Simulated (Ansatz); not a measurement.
The starting structures come from a database of crystals and need not be the phases stable at ambient conditions.

```xyz
7
Lattice="3.8588 0.0000 0.0000 1.9294 6.5037 0.0000 0.0000 0.0588 4.0182" Properties=species:S:1:pos:R:3 pbc="T T T"
Nb     3.8588     1.9607     3.7447
Nb     1.9294     4.6019     0.2735
O      3.8588     1.9671     1.9463
O      1.9294     4.5955     2.0719
O      0.0000     0.0000     0.0000
O      3.8588     4.0964     0.0218
O      1.9294     2.4662     3.9964
```

Space group of this cell: C2/m. The cell is taken as given; by r2SCAN its mean pressure is -6.0 GPa.

The current runs along the normal of the first two printed vectors. All runs by Ansatz (a quantum-chemistry and plane-wave program), plane waves and PAW, without spin-orbit coupling; the base is r2SCAN.

```csv
run,mean pressure (GPa),gap (eV),mid-gap κ (1/Å)
base,-6.0,2.60,0.277
all lengths scaled by 0.98,7.1,2.79,0.276
all lengths scaled by 1.02,-15.8,(withheld),0.276
lda in place of r2scan,-10.8,(withheld),(withheld)
"lengths along the current scaled by 0.97, ions clamped",1.6,(withheld),(withheld)
pbesol in place of r2scan,-6.8,2.14,0.265
```

Task: Some entries are withheld; supply them.

Result: 
- all lengths scaled by 1.02, gap (eV): 2.41
- lda in place of r2scan, gap (eV): 2.11
- lda in place of r2scan, mid-gap κ (1/Å): 0.266
- lengths along the current scaled by 0.97, ions clamped, gap (eV): 2.74
- lengths along the current scaled by 0.97, ions clamped, mid-gap κ (1/Å): 0.279
